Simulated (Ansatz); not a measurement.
LiNbO3: band gap against strain

LiNbO3 (R3c, 10.146 Å³/atom and stress up to 0.01 GPa in the relaxed cell, c along z) under an equal strain ε along all three axes. LDA in Ansatz, a plane-wave DFT program (PAW, default set), 420 eV, 8×8×8 Γ-centred mesh, Fermi-Dirac smearing 0.05 eV; ions are relaxed, or left where forces stay under 0.02 eV/Å, within the symmetry of each cell. Gaps are the smallest over the k-mesh and a band path, without spin-orbit coupling; in all rows the valence edge lies at about 0.2 Å⁻¹ from Γ and the conduction edge at about 0.1 Å⁻¹ from Γ.

Here s stands for strain and Eg for gap.

```csv
strain (%),gap (eV)
0.00,3.50
0.75,3.45
1.50,3.41
2.25,3.38
3.00,?
```

The 4 complete rows are fitted with a straight line, Eg against s. Means: s 1.1250, Eg 3.435. About the means, the sum of products is -0.15000 and the sum of squares of s is 2.8125; the slope is their ratio. Least squares gives Eg = 3.495 - 0.0533·s. Residuals (row less fit): 0.005, -0.005, -0.005, 0.005; standard error 0.007 (degrees of freedom: 2). Over these rows the gap moves by -5.3 ± 0.4 eV per unit strain, or -1.8 eV per unit of ln V.

Task: What does the fit predict for Eg at s = 3.00, and how far is the calculated value from it?

Result: Eg = 3.495 - 0.0533 × 3.00 = 3.335 eV. The calculation gives 3.36 eV, 0.025 eV above the prediction (17.9 % of the range of Eg in the table). The row lies outside the fitted rows, so this is an extrapolation. From the scatter of the fitted rows alone, a prediction at this place has a standard error of 0.011 eV, so the miss is 2.3 times that.

The start is a measured cell from the literature; how it stands against other phases or cation orders wasn't checked. Rows are the converged runs of the series near zero and its far end; series whose fitted rows scatter by over a few per cent of the range, as at a crossing or softening among them, aren't shown in this form, nor equations of state whose B0' disagrees with the runs' pressures. Most that stay on the fit to the last digits aren't either.
